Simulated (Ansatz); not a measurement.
**InSb with two functionals, isotropic strain −1.47 %**

The reference is InSb in the zinc blende structure (space group F-43m, No. 216; a = 6.635 Å).

(Cell as relaxed with PBE.)

Levels (all Ansatz, a quantum-chemistry and plane-wave program, PAW): PBE (420 eV, no SOC); r2SCAN (500 eV, scalar-relativistic without spin-orbit coupling).

Each level relaxes its own structure.

```json
[
 {"base": "volume per atom", "PBE": "36.51 Å³", "r2SCAN": "35.22 Å³"},
 {"base": "lattice parameter a", "PBE": "6.635 Å", "r2SCAN": "6.556 Å"},
 {"base": "band gap", "PBE": "zero", "r2SCAN": "zero"}
]
```

One thing is altered: every lattice vector is shortened by 1.47 %; the atoms relax in the strained cell.

| quantity | PBE | r2SCAN |
|---|---|---|
| pressure | 1.8 GPa | … |
| band gap | zero | … |
| energy relative to the base (free energy F) | +8.7 meV/atom | … |

Question: Given the PBE results, estimate those of r2SCAN.

Answer: 
- pressure, r2SCAN: 2.2 GPa
- band gap, r2SCAN: 0.30 eV
- energy relative to the base (free energy F), r2SCAN: +9.9 meV/atom

PBE's pressure lies 0.32 GPa below r2SCAN's; they disagree on the band gap; PBE's energy relative to the base lies 1.2 meV/atom below r2SCAN's. Neither level is exact; r2SCAN is the comparison here, not a measurement.

Spin-orbit coupling, missing from the scalar runs, can matter with Sb. Whether these cells are dynamically stable was not tested. All final runs are without spin polarisation. Gaps under 0.05 eV, about the width of the smearing, are given as zero. A zero or small gap of InSb can be the functional's error rather than a property of the material.
